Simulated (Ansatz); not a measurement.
## Response to strain in Zr

The parent structure is Zr in the hcp (Mg type) structure (space group P6_3/mmc, No. 194; a = 3.182 Å, c = 5.124 Å; relaxed with 0.1 eV smearing). Axes: x lies along a and z along c of the hexagonal cell.

Strains are applied to the cell and any free atomic positions relax.

The values are results of DFT with PBEsol, PAW potentials and a 420 eV plane-wave cutoff in Ansatz (an electronic-structure program), scalar-relativistic without spin-orbit coupling, not measurements.

Notes on the quantities. energy relative to the base: free energy F; pressure: mean of the normal stresses, compression positive.

```csv
variant,energy relative to the base,pressure,largest internal atomic displacement
base,0 meV/atom,0.0 GPa,–
uniaxial strain ε_xx = −2.50 %,+6.0 meV/atom,2.4 GPa,0.047 Å
uniaxial strain ε_xx = −2.00 %,+3.8 meV/atom,1.9 GPa,0.035 Å
uniaxial strain ε_xx = −1.50 %,+2.2 meV/atom,1.5 GPa,0.025 Å
uniaxial strain ε_xx = −1.00 %,+1.0 meV/atom,1.0 GPa,0.016 Å
uniaxial strain ε_xx = +0.50 %,+0.2 meV/atom,-0.5 GPa,–
uniaxial strain ε_xx = +1.00 %,+0.9 meV/atom,-0.9 GPa,0.013 Å
uniaxial strain ε_xx = +1.50 %,+2.1 meV/atom,-1.4 GPa,0.019 Å
uniaxial strain ε_xx = +2.00 %,+3.7 meV/atom,-1.8 GPa,0.025 Å
uniaxial strain ε_xx = +3.00 %,+8.2 meV/atom,-2.7 GPa,0.035 Å
```

No phonon test of stability was made. The final runs are not spin-polarised.
